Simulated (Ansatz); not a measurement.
**Migration barriers: interstitial H in anatase TiO2, charge state +1**

Consider interstitial H in anatase TiO2, charge state +1. Calculation: PBE, PAW (plane waves to 420 eV; Ansatz, a first-principles code).

Settings: 108 host sites, the relaxed PBE lattice, the Γ point alone, smearing 0.01 eV, spin-restricted, no image-charge correction. No zero-point or tunnelling terms. The charge state is imposed; whether it is stable for some Fermi level was not computed. Sites that were not tried may lie lower.

Barriers: single points on a 2×2×2 k-point mesh shifted by half a step at the bands' geometries.

```tsv
Route	Start site over the lowest site run (eV)	Hop (Å)	Forward barrier (eV)	Backward barrier (eV)	Neighbours at the start	Neighbours at the saddle	Saddle order	Forward, on the band's own sampling (eV)
H moves alone to another site	0.00	1.21	0.56	0.56	O at 0.98, 2 O at 2.12 Å	2 O at 1.27 Å	inconclusive, on a symmetry element	0.58
H moves alone to another site	0.00	2.91	1.02	1.02	O at 0.98, 2 O at 2.12 Å	2 O at 1.25 Å	inconclusive, on a symmetry element	1.03
```

Paths come from climbing-image nudged elastic band runs. Of the routes that converged and passed our checks, the lowest saddle point lies 0.56 eV above the lowest of the sites run (H moves alone to another site); other sites, such as split forms, and other routes may lie lower. A band can be held on a symmetry element, so unchecked saddle points there may be too high. A further band (a concerted move, in which H travels most, 2.81 Å) gave 0.97 eV forward on its own sampling, 0.97 eV above the lowest site run, but a shoulder points to a second hump between its images, so it is not taken as a result. A further band (H moves alone to another site, 4.81 Å) gave 1.65 eV forward on its own sampling, 1.65 eV above the lowest site run, but a shoulder points to a second hump between its images, so it is not taken as a result.
